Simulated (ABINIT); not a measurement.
Band structure of Li₂O (Fm-3m, 3 atoms in the cell).

```xyz
3
Lattice="0.0000 2.2808 2.2808 2.2808 0.0000 2.2808 2.2808 2.2808 0.0000" Properties=species:S:1:pos:R:3 pbc="T T T"
Li     3.4212     3.4212     3.4212
Li     1.1404     1.1404     1.1404
O      0.0000     0.0000     0.0000
```

Method of the run: PBE, norm-conserving pseudopotentials (PseudoDojo nc-sr-05 PBE standard) (plane waves; ABINIT).

Settings: pseudos = [Li.upf, O.upf]; ecut = 1143 eV; occopt = 3; tsmear = 0.02 eV; ngkpt = 6 6 6; nshiftk = 1; shiftk = 0 0 0; potentials = PseudoDojo nc-sr-05 PBE standard; kptopt = 1; nstep = 80; toldfe1 = 1e-09 Ha; ndtset = 2; getden2 = 1.

The starting cell comes from a database of computed structures (which also holds hypothetical and non-ambient phases and stackings), without a prior relaxation at this level. Its lattice was rescaled by a random factor within 2.5 % of one.

### Question
Predict the gap along the standard path and the places of the band edges.

### Answer
The gap along the path is 5.08 eV, from Γ to X; the smallest direct gap on it is 5.57 eV.

Levels in eV from the top of the valence band on the SCF mesh, bands 3 to 10:
```
point       3      4      5      6     7      8      9     10
-----  ------  -----  -----  -----  ----  -----  -----  -----
Γ      -15.45   0.00   0.00   0.00  5.57  12.19  12.19  12.19
X      -15.18  -1.62  -1.44  -1.44  5.08  13.91  13.91  15.22
W      -15.17  -1.90  -1.53  -1.53  7.33  10.75  14.55  14.55
K      -15.18  -2.09  -1.54  -1.13  6.70  11.98  13.64  14.79
L      -15.22  -2.85  -0.46  -0.46  9.46  10.21  12.31  12.31
U      -15.18  -2.09  -1.54  -1.13  6.70  11.98  13.64  14.79
```
